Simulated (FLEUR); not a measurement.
Input and output of a self-consistent single point for HfZn₂ (Fd-3m, 6 atoms in the cell) (FLEUR).

Computed with LDA (Vosko-Wilk-Nusair), all-electron FLAPW (FLEUR), scalar-relativistic valence with spin-orbit coupling in second variation (FLEUR).

```xyz
6
Lattice="0.0000 3.5556 3.5556 3.5556 0.0000 3.5556 3.5556 3.5556 0.0000" Properties=species:S:1:pos:R:3 pbc="T T T"
Hf     5.3335     5.3335     5.3335
Hf     3.5556     3.5556     3.5556
Zn     2.6667     2.6667     0.8889
Zn     2.6667     0.8889     2.6667
Zn     0.8889     0.8889     0.8889
Zn     0.8889     2.6667     2.6667
```
Moments meant for the start (each program seeds them in its own way; μB, in the order of the atoms Hf Hf Zn Zn Zn Zn): 1.0 1.0 0.0 0.0 0.0 0.0.

Reference input (self-consistent single point, DFT, LDA (Vosko-Wilk-Nusair), all-electron FLAPW (FLEUR), scalar-relativistic valence): Kmax = 3.8 1/bohr; GmaxXC = 11.4 1/bohr; xcFunctional = vwn; jspins = 2; l_soc = F; mode = hist; fermiSmearingEnergy = 0.00367493 Htr; mesh (inpgen div1-3) = 5 5 5; inpgen gamma flag = false; Gmax = 11.4 1/bohr; numbands = 0; maxIterBroyd = 15. This run's input differs from it in these lines:

```diff
@@ -20,2 +20,3 @@
 &kpt div1=5 div2=5 div3=5 /
+&soc 0.0 0.0 /
 &end /
@@ -33,5 +34,5 @@
       <magnetism jspins="2"/>
-      <soc l_soc="F" theta="0.0" phi="0.0" spav="F"/>
+      <soc l_soc="T" theta="0.0" phi="0.0" spav="F"/>
       <expertModes spex="0" secvar="F"/>
-      <geometryOptimization l_f="T" forcealpha="1.0" forcemix="BFGS" epsdisp="0.00001" epsforce="0.00001"/>
+      <geometryOptimization l_f="F" forcealpha="1.0" forcemix="BFGS" epsdisp="0.00001" epsforce="0.00001"/>
       <ldaU l_linMix="F" mixParam="0.05" spinf="1.0"/>
```

Output, abridged:

```
 Iteration:     1   Distance:      14.87898471 me/bohr^3
 Iteration:     2   Distance:      11.65000737 me/bohr^3
 Iteration:     3   Distance:       5.34955718 me/bohr^3
 Iteration:     4   Distance:       4.83936548 me/bohr^3
 Iteration:     5   Distance:       3.43421350 me/bohr^3
   [... 22 lines left out ...]
 Iteration:    28   Distance:       0.00003506 me/bohr^3
 Iteration:    29   Distance:       0.00002281 me/bohr^3
 Iteration:    30   Distance:       0.00001665 me/bohr^3
 Iteration:    31   Distance:       0.00000865 me/bohr^3
 Run finished successfully
 Stop message:
   all done

[file out, last iteration]
             iter=     31
[...]
          total density-effective poten   -6.3590771131E+04
          total charge density-energy d   -8.7777826361E+02
 Updated energy parameters for spin:           1
 Updated energy parameters for spin:           2
[...]
 fermi energy and band-weighting factors:
   [... 35 lines left out ...]

[...]
FERMIE:
          first approx. to ef    (T=0)  :   0.371795 htr   (energy of the highest occ. eigenvalue)
          number of occ. states  (T=0)  :       4201
          first approx. to seigv (T=0)  : -19.535800 htr
          sum of weights of occ. states : 200.000000
          sum of semicore charge        :   0.000000 e
FERHIS:  Fermi-Energy by histogram:
          bandgap                     :   0.000000 htr
   [... lines left out ...]
          charge neutrality (T=0)     :   0.000000    (zero if the highest occ. eigenvalue is "entirely" occupied)
     EF_NEWTON:  Adjust Fermi-Energy by Newton-Method.
 Direct bandgap for spin            1 :    4.4698990686957152E-003  Htr
 Direct bandgap for spin            2 :    4.4698990686957152E-003  Htr
 ---->    free energy=                    -37351.6575264657 htr
   [... lines left out ...]
---->    distance of charge densities for spin  2                 it=   31:     0.000005 me/bohr**3
---->    distance of charge densities for it=   31:     0.000006 me/bohr**3
---->    distance of spin densities for it=   31:     0.000009 me/bohr**3
GENERALIZED ANDERSON MIXING: alpha=   0.05000 History-length=2
     ******* it= 31  is completed********
```

The run converged in 31 iterations. 

The starting cell comes from a database of computed structures (which also holds hypothetical and non-ambient phases and stackings), without a prior relaxation at this level. Its lattice was rescaled by a random factor within 2.5 % of one. The starting moments vanished: the run ended non-magnetic. Values depend on the basis (sphere radii, cutoffs, local orbitals), which need not be converged. The log's line on a gap gives a spacing of levels on this mesh, which the program prints for metals too.

Cost on one core of a shared machine: roughly 10 min.
